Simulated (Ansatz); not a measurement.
**Convergence study of shifted k-point meshes for HfOs (P4mm, 2 atoms in the cell)**

```yaml
crystal:
  lattice:
    - [3.22725, 0.00000, 0.00000]
    - [0.00000, 3.22725, 0.00000]
    - [0.00000, 0.00000, 3.22725]
  atoms:
    - { symbol: Hf, position: [0.00000, 0.00000, 0.01549] }
    - { symbol: Os, position: [0.50000, 0.50000, 0.50000] }
```

Computed with PBEsol, default PAW files made with PBE (plane waves; Ansatz, an electronic-structure program).

Base settings: basis.ecutwfc = 420 eV; kpoints.mp_grid.grid = 10 10 10; hamiltonian.xc = pbesol; hamiltonian.pseudopotentials = {kind: paw} (the program's default PAW files); scf.occupations.method = gaussian; scf.occupations.width = 0.1 eV.

In this ladder: kpoints.mp_grid.shift = 0.5 0.5 0.5.

Only quantities that move along the ladder and can be compared are tabulated.

The count of work is k-points × plane waves × bands × iterations; it is no time. Core times come from one kind of shared machine, to one figure; runs under 30 s give none.

The starting cell comes from a database of computed structures (which also holds hypothetical and non-ambient phases and stackings), without a prior relaxation at this level. Its lattice was rescaled by up to half a per cent. One atom was moved a little off its site on purpose. Spin polarisation is off. Ansatz's pressure includes its estimate of the finite-basis (Pulay) stress.

| kpoints.mp_grid.grid | free energy less the last step's (meV/atom) | pressure (GPa) | largest difference of a force vector from the last step's (eV/Å) | count of work / last | core time / last (rough) |
|---|---|---|---|---|---|
| 2 2 2 | -1355.02 | -18.12 | 0.312 | 0.00045 | – |
| 3 3 3 | 337.78 | 5.40 | 0.042 | 0.0035 | – |
| 4 4 4 | -100.33 | -0.86 | 0.015 | 0.0023 | – |
| 5 5 5 | 46.61 | -1.81 | 0.108 | 0.0081 | – |
| 6 6 6 | -11.20 | 0.36 | 0.070 | 0.0069 | – |
| 7 7 7 | 9.06 | -0.29 | 0.014 | 0.015 | – |
| 8 8 8 | 1.46 | -0.71 | 0.006 | 0.018 | – |
| 9 9 9 | 0.50 | -1.04 | 0.029 | 0.029 | – |
| 10 10 10 | 0.62 | -0.26 | 0.011 | 0.034 | – |
| 11 11 11 | -1.55 | -0.59 | 0.007 | 0.048 | – |
| 12 12 12 | 2.79 | -0.32 | 0.012 | 0.048 | – |
| 13 13 13 | -1.03 | -0.49 | 0.002 | 0.088 | – |
| 15 15 15 | -0.47 | -0.54 | 0.000 | 0.13 | – |
| 16 16 16 | 0.83 | -0.55 | 0.005 | 0.11 | – |
| 18 18 18 | 0.03 | -0.54 | 0.003 | 0.16 | – |
| 20 20 20 | 0.03 | -0.50 | 0.000 | 0.21 | – |
| 22 22 22 | -0.09 | -0.53 | 0.002 | 0.28 | 0.2 |
| 24 24 24 | -0.18 | -0.51 | 0.000 | 0.36 | 0.2 |
| 27 27 27 | 0.15 | -0.49 | 0.000 | 0.57 | 0.4 |
| 30 30 30 | 0.13 | -0.49 | 0.001 | 0.69 | 0.5 |
| 33 33 33 | 0.00 | -0.50 | 0.000 | 1.0 | 1 |

Coarsest kpoints.mp_grid.grid that holds the pressure within 0.05 GPa of the last step, with all finer ones: 18 18 18, at 0.16 of the last step's count of work; the step before is off by 0.06 GPa.

Coarsest kpoints.mp_grid.grid that holds the free energy within 5 meV/atom of the last step, with all finer ones: 8 8 8, at 0.018 of the last step's count of work; the step before is off by 9.1 meV/atom.

Coarsest kpoints.mp_grid.grid that holds the forces within 0.01 eV/Å of the last step, with all finer ones: 13 13 13, at 0.088 of the last step's count of work; the step before is off by 0.012 eV/Å.

Keys are those of Ansatz 0.2.
